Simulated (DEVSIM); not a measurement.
System: abrupt GaP p-n junction, at 300 K.

Layer 1 from the left is GaP, thickness (μm) 21.0, Na (cm⁻³) 2.6e17, τn (s) 1.4e-6, τp (s) 1.4e-6. Layer 2 from the left is GaP, thickness (μm) 25.0, Nd (cm⁻³) 5.4e16, τn (s) 1.4e-6, τp (s) 1.4e-6.

Left contact: ohmic. Right contact: ohmic. Voltage is applied to the left contact. Recombination: SRH at mid-gap. Mobility is constant in doping.

Constants are typed, rounded textbook-type inputs, not results; the design itself was drawn at random and stands for no fabricated device. Values at 300 K.

GaP: gap (eV) 2.26, affinity (eV) 3.8, permittivity 11.1, Nc (cm⁻³) 1.8e19, Nv (cm⁻³) 1.9e19, μn (cm²/Vs) 250, μp (cm²/Vs) 150.

DEVSIM, 1D drift-diffusion, Boltzmann statistics, complete ionisation; no tunnelling, impact ionisation, image-force lowering or self-heating.

Dark forward current:

```csv
|V| (V),|J| (A/cm²)
0.75,1.769e-13
0.80,4.758e-13
0.85,1.281e-12
0.90,3.452e-12
0.95,9.317e-12
1.00,2.518e-11
1.05,6.817e-11
1.10,1.849e-10
1.15,5.029e-10
1.20,1.372e-9
1.25,3.766e-9
1.30,1.045e-8
1.35,2.963e-8
1.40,8.806e-8
1.45,2.874e-7
1.50,1.099e-6
1.55,5.126e-6
1.60,2.853e-5
1.65,0.0001777
1.70,0.001173
1.75,0.007949
1.80,0.05436
1.85,0.3689
1.90,2.333
1.95,11.57
2.00,39.42
```

**Question.** Work out the local ideality factor n = ΔV / (kT/q · ln(J2/J1)) between the rows 0.75 and 0.80 V, 1.75 and 1.80 V, 1.95 and 2.00 V.

**Answer.** kT/q = 25.85 mV. From 0.75 to 0.80 V: ln(4.758e-13/1.769e-13) = 0.989, n = 1.95, near the 2 of recombination in the depletion region. From 1.75 to 1.80 V: ln(0.05436/0.007949) = 1.923, n = 1.01, near the 1 of diffusion or emission over a barrier. From 1.95 to 2.00 V: ln(39.42/11.57) = 1.226, n = 1.58; the layers' resistance at their doping, Σ W/(qμN) = 0.0015 Ω cm², would take 42 mV of this step of 50 mV.

**Question.** Estimate the current at 1.75 V from the Shockley equation with J0 = Σ q ni² D/(N L) coth(W/L), τ joining the SRH, radiative and Auger lifetimes that are on, and W taken as the whole layer.

**Answer.** ni² = 3.67 cm⁻⁶; electrons in the p layer: μ = 250 cm²/Vs, D = 6.46 cm²/s, τ = 1.40e-6 s, L = 30.1 μm, W/L = 0.70, term 8.06e-33 A/cm²; holes in the n layer: μ = 150 cm²/Vs, D = 3.88 cm²/s, τ = 1.40e-6 s, L = 23.3 μm, W/L = 1.1, term 2.29e-32 A/cm². J0 = 3.10e-32 A/cm², and J = J0 exp(qV/kT) = 0.00780 A/cm². The simulation gives 0.00795 A/cm²; the estimate lies 1.9 % below. The estimate leaves out recombination in the depletion region and that region's share of W.
